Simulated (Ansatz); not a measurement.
The reference is TiO2 in the rutile structure (space group P4_2/mnm, No. 136).

```
TiO2
1.0
    4.59120     0.00000     0.00000
    0.00000     4.59120     0.00000
    0.00000     0.00000     2.93905
Ti O
2 4
Direct
  0.00000   0.00000   0.00000
  0.50000   0.50000   0.50000
  0.30444   0.30444   0.00000
  0.80444   0.19556   0.50000
  0.19556   0.80444   0.50000
  0.69556   0.69556   0.00000
```

Cartesian axes are those of the cell as printed.

Level of theory: PBEsol/PAW in Ansatz (an electronic-structure program), scalar-relativistic without spin-orbit coupling.

One thing is altered: an isotropic linear strain of −2.40 %; the atoms relax in the strained cell.

**Question.** Predict the stress tensor and what it implies for the stiffness.

**Answer.** Stress of the strained cell less that of the base (GPa, compression positive):
```
  18.54    0.00    0.00
   0.00   18.54    0.00
   0.00    0.00   23.00
```

Then B = −ΔP/(ΔV/V₀) with ΔV/V₀ = -0.0703 gives secant stiffness values (nonlinear terms included at this strain): B (at held cell shape, above the free-shape value) ≈ 285 GPa.

As a check, the harmonic strain energy −½ V₀ Δσ:ε is 46 meV/atom; the computed energy rise is 42 meV/atom.

Whether these cells are dynamically stable was not tested. The final runs are not spin-polarised.
